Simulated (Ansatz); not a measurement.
Some atoms of an NVE trajectory of composition Si3Ge, cell Si48Ge16, held well above this temperature first, at a temperature that wasn't checked against the liquidus, so perhaps supercooled [in the run: it was liquid; mean temperature 1403 K (target 1440 K); density 3.29 g/cm³]; time step 2.0 fs, velocity Verlet. These are PBE (plane waves, PAW; Ansatz, a program for electronic structure) values and carry that method's errors. On the run's last frame a denser k-mesh moved the forces by 0.105 eV/Å rms, the static pressure by 0.16 GPa and the free energy by 12 meV/atom, which is about how far such values are converged.

```tsv
atom	mass (u)	x y z (Å)	v (Å/fs)	F (eV/Å)
Si5	28.085	2.06997 5.25207 14.87088	-0.005411 -0.001298 0.002219	0.8218 -2.2636 -0.7182
Si28	28.085	4.04172 -0.21818 -6.30167	0.006470 0.002818 -0.002513	-0.4547 -0.2349 0.7478
Si34	28.085	-1.24538 3.39918 4.39660	0.004372 0.001065 0.006960	1.1716 -0.7758 0.3231
Si37	28.085	9.49681 5.70189 -3.28861	-0.009700 -0.004068 -0.004637	0.3861 -0.9774 0.5110
Si43	28.085	9.72318 -2.42275 16.49795	-0.005447 0.004378 -0.001257	1.1379 1.1932 -0.3823
Si47	28.085	3.23411 12.11187 -2.60048	0.005995 -0.003114 -0.002226	-0.3690 0.4864 0.6827
Ge52	72.630	4.39497 4.77752 14.10758	0.004528 0.005189 0.001580	0.4572 0.2488 -0.0246
Ge59	72.630	11.81584 7.12753 4.73731	-0.005175 0.002491 0.001224	-0.0185 0.9736 0.8112
```

Give their positions one step later.

x' = x + vΔt + FΔt²/(2m), with 1 eV/(Å·u) = 0.0096485 Å/fs².
```json
[
 {"atom": "Si5", "x' y' z' (Å)": "2.05972 5.24792 14.87483"},
 {"atom": "Si28", "x' y' z' (Å)": "4.05435 -0.21270 -6.30618"},
 {"atom": "Si34", "x' y' z' (Å)": "-1.23583 3.40077 4.41074"},
 {"atom": "Si37", "x' y' z' (Å)": "9.47768 5.69309 -3.29753"},
 {"atom": "Si43", "x' y' z' (Å)": "9.71307 -2.41318 16.49517"},
 {"atom": "Si47", "x' y' z' (Å)": "3.24585 12.10598 -2.60447"},
 {"atom": "Ge52", "x' y' z' (Å)": "4.40415 4.78797 14.11073"},
 {"atom": "Ge59", "x' y' z' (Å)": "11.80549 7.13277 4.73997"}
]
```
